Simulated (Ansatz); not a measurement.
The starting structures come from a database of crystals and need not be the phases stable at ambient conditions.

 Where the default PAW files enter, the runs use the earlier of Ansatz's two default sets.

Input:

```xyz
10
Lattice="5.8850 0.0000 0.0000 -2.8968 5.2102 0.0000 -2.9157 -1.7030 4.8199" Properties=species:S:1:pos:R:3 pbc="T T T"
Y      0.0000     0.0000     0.0000
Sb    -2.9062     1.7536     2.4100
Pb     0.0082     3.3699     1.1856
Pb     0.0643     0.1374     3.6343
O      3.2259     3.2060     1.0284
O     -3.1534     0.3013     3.7915
O      1.3045     1.1198     1.4750
O     -1.2319     2.3875     3.3449
O     -4.0418     2.9649     3.5375
O      4.1143     0.5423     1.2824
```

Space group of this cell: C2/m. The cell is taken as given; by r2SCAN its mean pressure is -4.7 GPa.

Transport runs along the normal of the first two printed cell vectors.

The gap is the functional's own, uncorrected, and κ follows it; spin-orbit coupling is left out. Mid-gap values are interpolated between the computed energies.

Problem. State the band gap and the smallest decay constant κ at mid-gap according to r2SCAN (Ansatz, an electronic-structure program).

Solution. Gap 2.73 eV on a 8×8×8 mesh; κ = 0.269 1/Å, at (0.500, 0.500) of the in-plane reciprocal vectors. At the zone centre, at the nearest computed energy, the slowest state has κ = 0.32 1/Å.
